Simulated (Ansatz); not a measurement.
Relaxation of the outer planes of the (100) surface of fcc Al in its 1x1 cell, outermost plane spacing 2.02 Å in the ideal cut.

Calculation: PBE (plane waves to 420 eV, PAW; Ansatz, an electronic-structure program).

Set-up: 5 atoms, 8.1 Å thick at the start (thin: gaps and levels are the slab's own); mesh 13x13x1; 0.1 eV smearing; dipole correction on; all atoms relaxed; symmetry of the start imposed; no spin, no spin-orbit, no U.

```tsv
plane	atoms	bulk spacing to the next (Å)	relaxed spacing (Å)	change (%)	rumpling (Å)
1	Al	2.021	(withheld)	(withheld)	0.00
```

Question: Some entries are withheld; supply them.

Answer: 
- 1, relaxed spacing (Å): 2.061
- 1, change (%): 2.0
